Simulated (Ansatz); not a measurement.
Convergence study of shifted k-point meshes for Ca₂AsI (R3m, 4 atoms in the cell)

```yaml
crystal:
  lattice:
    - [2.20485, 1.27297, 7.47320]
    - [-2.20485, 1.27297, 7.47320]
    - [0.00000, -2.54594, 7.47320]
  atoms:
    - { symbol: Ca, position: [0.23351, 0.23351, 0.23351] }
    - { symbol: Ca, position: [0.76872, 0.76872, 0.76872] }
    - { symbol: As, position: [0.50000, 0.50000, 0.50000] }
    - { symbol: I, position: [0.00000, 0.00000, 0.00000] }
```

Computed with LDA (PW92), default PAW files made with PBE (plane waves; Ansatz, a first-principles code).

Base settings: basis.ecutwfc = 420 eV; kpoints.mp_grid.grid = 7 7 7; hamiltonian.xc = lda; hamiltonian.pseudopotentials = {kind: paw} (the program's default PAW files); scf.occupations.method = fixed.

In this ladder: kpoints.mp_grid.shift = 0.5 0.5 0.5.

Shifted meshes do not hold Γ, so a gap read on them misses any band edge there.

Only quantities that move along the ladder and can be compared are tabulated.

The count of work is k-points × plane waves × bands × iterations; it is no time. Core times come from one kind of shared machine, to one figure; runs under 30 s give none.

The starting cell comes from a database of computed structures (which also holds hypothetical and non-ambient phases and stackings), without a prior relaxation at this level. Its lattice was rescaled by up to half a per cent. One atom was moved a little off its site on purpose. Spin-orbit coupling is off. In the base run, with a pressure of about -4 GPa the cell is away from its equilibrium volume at this level. Ansatz's pressure includes its estimate of the finite-basis (Pulay) stress.

Steps (kpoints.mp_grid.grid): 2 2 2; 3 3 3; 4 4 4; 5 5 5; 6 6 6; 7 7 7; 8 8 8; 9 9 9; 10 10 10; 11 11 11; 13 13 13; 14 14 14; 15 15 15; 17 17 17; 19 19 19.

Question: What is the coarsest kpoints.mp_grid.grid that holds the pressure within 0.1 GPa of the last step, with all finer ones?

Answer: 4 4 4, at 0.015 of the last step's count of work; the step before is off by 0.16 GPa.

Question: What is the coarsest kpoints.mp_grid.grid that holds the forces within 0.02 eV/Å of the last step, with all finer ones?

Answer: 4 4 4, at 0.015 of the last step's count of work; the step before is off by 0.045 eV/Å.

```tsv
kpoints.mp_grid.grid	free energy less the last step's (meV/atom)	pressure (GPa)	largest difference of a force vector from the last step's (eV/Å)	gap on the mesh (eV)	count of work / last	core time / last (rough)
2 2 2	142.14	-2.76	0.093	1.732	0.0030	–
3 3 3	20.32	-3.36	0.045	1.721	0.0077	–
4 4 4	4.15	-3.48	0.014	1.481	0.015	–
5 5 5	1.03	-3.51	0.006	1.509	0.028	–
6 6 6	0.30	-3.52	0.002	1.426	0.042	–
7 7 7	0.09	-3.52	0.001	1.446	0.066	–
8 8 8	0.03	-3.52	0.000	1.404	0.090	–
9 9 9	0.01	-3.52	0.000	1.418	0.13	0.1
10 10 10	0.00	-3.52	0.000	1.394	0.16	–
11 11 11	0.00	-3.52	0.000	1.404	0.22	0.3
13 13 13	0.00	-3.52	0.000	1.396	0.34	0.2
14 14 14	0.00	-3.52	0.000	1.385	0.42	0.4
15 15 15	0.00	-3.52	0.000	1.391	0.51	0.4
17 17 17	0.00	-3.52	0.000	1.388	0.73	1
19 19 19	0.00	-3.52	0.000	1.385	1.0	1
```

The gap on the mesh jumps up and down from mesh to mesh; it is no smooth measure of convergence.

Keys are those of Ansatz 0.2.
